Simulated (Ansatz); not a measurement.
**HgSe, response to strain**

Base system: HgSe in the zinc blende structure (space group F-43m, No. 216; a = 6.260 Å).

Strains are applied to the cell and any free atomic positions relax.

The values are results of PBE (Ansatz, a first-principles code), no spin-orbit coupling, not measurements.

Notes on the quantities. energy relative to the base: free energy F.

```
change                    shortest interatomic distance  energy relative to the base  pressure
------------------------  -----------------------------  ---------------------------  --------
base                                            2.711 Å                   0 meV/atom   0.0 GPa
isotropic strain −2.50 %                        2.643 Å                 +25 meV/atom   3.9 GPa
isotropic strain −2.00 %                        2.656 Å                 +16 meV/atom   3.0 GPa
isotropic strain −1.50 %                        2.670 Å                +8.8 meV/atom   2.2 GPa
isotropic strain −1.00 %                        2.684 Å                +3.8 meV/atom   1.4 GPa
isotropic strain −0.50 %                        2.697 Å                +0.9 meV/atom   0.7 GPa
isotropic strain +0.50 %                        2.724 Å                +0.9 meV/atom  -0.6 GPa
isotropic strain +1.00 %                        2.738 Å                +3.5 meV/atom  -1.2 GPa
isotropic strain +1.50 %                        2.751 Å                +7.8 meV/atom  -1.7 GPa
isotropic strain +2.00 %                        2.765 Å                 +14 meV/atom  -2.2 GPa
```

Stability against distortions was not tested. The final runs are not spin-polarised.
